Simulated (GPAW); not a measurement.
# A short convergence ladder for MoW (Cmm2, 2 atoms in the cell)

```
MoW
1.0
    1.57139    -2.22313     0.00000
    1.57139     2.22313     0.00000
    0.00000     0.00000     4.46416
Mo W
1 1
Cartesian
  0.00000   0.00000   0.05000
  1.57139   0.00000   2.23208
```

Base method: PBEsol, GPAW PAW datasets PBEsol (made by gpaw-setup) (plane waves; GPAW 25.7.0).

Base settings: mode = pw; ecut = 550 eV; xc = PBEsol; kpts = 5 5 3; mesh shift (steps) = 0 0 0; occupations.name = fermi-dirac; occupations.width = 0.1 eV; nbands = -8; symmetry.symmorphic = false; symmetry.tolerance = 0.0005.

Core times come from one kind of shared machine, to one figure; runs under 30 s give none.

**The relaxed cell against the cutoff**

On MoW (Cmmm, 2 atoms in the cell): atoms on their sites.

In this ladder: convergence.density = 1e-05 e/electron; optimizer = BFGS; fmax = 0.03 eV/Å.

The mesh stays at the base's, so the ladder's end is converged at best in this setting alone.

Only quantities that move along the ladder and can be compared are tabulated.

```csv
ecut,relaxed volume (Å³/atom),relaxation steps,core time / last (rough)
275 eV,15.158,4,0.3
330 eV,15.320,4,0.3
385 eV,15.443,4,0.3
470 eV,15.505,4,0.2
550 eV,15.514,4,0.3
660 eV,15.519,4,0.4
825 eV,15.520,4,0.5
1100 eV,15.519,4,1
```

Coarsest ecut that holds the relaxed volume within 0.031 Å³/atom of the last step, with all finer ones: 470 eV, at about 0.2 of the last step's time; the step before is off by 0.076 Å³/atom.

At the lowest cutoff the cell relaxes to a volume 2.3 % smaller than at the highest.

On the base run: the starting cell comes from a database of computed structures (which also holds hypothetical and non-ambient phases and stackings), without a prior relaxation at this level. Its lattice was rescaled by up to half a per cent. One atom was moved a little off its site on purpose. Spin polarisation is off. Without a gap this mesh is coarse (it stands for a supercell whose shortest vector is 13 Å).
